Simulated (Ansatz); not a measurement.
CdO (model structure, Pm-3m, No. 221, 2 atoms in the cell), treated with LDA in Ansatz (PAW).

Numerical settings: plane-wave cutoff 520 eV, 20×20×20 k mesh, Fermi–Dirac smearing 0.05 eV, scalar-relativistic PAW data made under PBE.

Cell (relaxed at this level):

```yaml
crystal:
  lattice:
    - [2.84538, 0.00000, 0.00000]
    - [0.00000, 2.84538, 0.00000]
    - [0.00000, 0.00000, 2.84538]
  atoms:
    - { symbol: Cd, position: [0.00000, 0.00000, 0.00000] }
    - { symbol: O, position: [0.50000, 0.50000, 0.50000] }
```

Task: Give the computed bulk modulus B0.

Result: 
- bulk modulus B0 = 170 GPa

The run finds no gap.

Note: the bulk modulus is −V dP/dV from two relaxed cells at ±2 % in volume; the relaxation could raise the start's symmetry but not lower it, so the cell can be a saddle point.

Computed values are for the static lattice.

A model structure was made by putting elements into a prototype or built by hand; it is no filed structure, need not be a known phase, and can be a saddle point held by its symmetry.

Ansatz is a quantum-chemistry and plane-wave program.
